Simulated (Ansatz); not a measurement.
Partial pair distribution functions of a relaxed model of amorphous Hf18O39Al2, broadened by 0.06 Å; density 8.56 g/cm³. These are PBE, scalar-relativistic without spin-orbit coupling (plane waves to 420 eV, PAW; Ansatz, a first-principles code) values and carry that method's errors.

It comes from a melt-quench run on a machine-learned potential (CHGNet), relaxed afterwards by DFT. O atoms were pushed apart under 1.9 Å during the dynamics, to hinder bonds among them. The hot cell started wider than the set density and was brought back towards it in steps. It is the lowest in DFT energy of 2 quenches. It is a model cell: composition and starting density were chosen by hand, and all elements were melted together. No dispersion term was used. Its density started from a set value of 8.56 and ended at 8.56 g/cm³. The simulated quench (nominally 300 K/ps over its main leg) is rapid and tends to freeze in more defects than a deposited or slowly cooled glass has. A cell of this size samples the disorder only roughly. The volume was held where the preparation left it and the shape relaxed, at a PBE pressure of -0.3 GPa (tension).

```csv
r (Å),g Hf-O,g O-Al,g Hf-Hf,g O-O
1.60,0.00,0.01,0.00,0.00
1.70,0.00,1.16,0.00,0.00
1.80,0.01,9.20,0.00,0.00
1.90,0.71,9.15,0.00,0.00
2.00,4.64,2.51,0.00,0.00
2.10,7.67,0.16,0.00,0.00
2.20,5.13,0.00,0.00,0.00
2.30,2.19,0.01,0.00,0.06
2.40,0.69,0.34,0.00,0.55
2.50,0.30,0.79,0.00,1.78
2.60,0.04,0.11,0.00,2.48
2.70,0.03,0.00,0.00,2.23
2.80,0.09,0.00,0.00,2.27
2.90,0.13,0.00,0.02,1.90
3.00,0.17,0.00,0.34,1.84
3.10,0.24,0.02,0.95,1.50
3.20,0.18,0.53,2.00,1.02
3.30,0.14,1.66,2.43,0.95
3.40,0.41,1.38,2.41,0.96
3.50,0.73,0.52,2.54,0.71
3.60,0.91,0.23,2.05,0.51
3.70,0.74,0.35,1.25,0.54
3.80,0.78,0.43,1.57,0.71
3.90,0.92,0.97,2.30,0.79
4.00,1.07,1.25,1.78,1.21
4.10,1.31,1.54,1.40,1.47
4.20,1.23,1.82,1.04,1.13
4.30,1.53,2.39,0.32,0.70
4.40,1.49,2.71,0.29,0.65
```

Within 2.62 Å each Hf has 6.33 O neighbours on average.
